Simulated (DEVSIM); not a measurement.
Structure: abrupt Si p-n junction, at 300 K.

Layer 1 from the left is Si, thickness (μm) 3.50, Na (cm⁻³) 3.1e18, τn (s) 9.7e-7, τp (s) 9.7e-7. Layer 2 from the left is Si, thickness (μm) 2.70, Nd (cm⁻³) 1.3e15, τn (s) 9.7e-7, τp (s) 9.7e-7.

Left contact: ohmic. Right contact: ohmic. Voltage is applied to the left contact. Recombination: SRH at mid-gap, radiative, Auger. Mobility is μmin + (μ − μmin)/(1 + (N/Nref)^α).

This is a model device: material constants are rounded textbook-type values typed into the input, and sizes, dopings and lifetimes were drawn at random. Values at 300 K.

Si: gap (eV) 1.124, affinity (eV) 4.05, permittivity 11.7, Nc (cm⁻³) 2.86e19, Nv (cm⁻³) 3.1e19, μn (cm²/Vs) 1417, μp (cm²/Vs) 470, μn,min 52, μp,min 45, Nref,n 9.7e16, Nref,p 2.2e17, αn 0.68, αp 0.72, B (cm³/s) 4.7e-15, Cn (cm⁶/s) 2.8e-31, Cp (cm⁶/s) 9.9e-32.

### Question
Estimate by hand the built-in potential, the peak field at zero bias, and compare with a numerical solution.

### Answer

- Built-in potential: ni = √(Nc Nv) exp(−Eg/2kT) = 1.08e10 cm⁻³ with Eg = 1.124 eV; Vbi = kT/q ln(Na Nd/ni²) = 0.806 V; numerical 0.806 V.
- Peak field at zero bias: depletion approximation: W = √(2εVbi/(qN)) = 0.896 μm with N = 1.30e15 cm⁻³; field = 2Vbi/W = 18000 V/cm; numerical 96800 V/cm (estimate below by 81 %).

Simulated with DEVSIM: 1D drift-diffusion, Boltzmann statistics, complete ionisation; no tunnelling, impact ionisation, image-force lowering or self-heating.
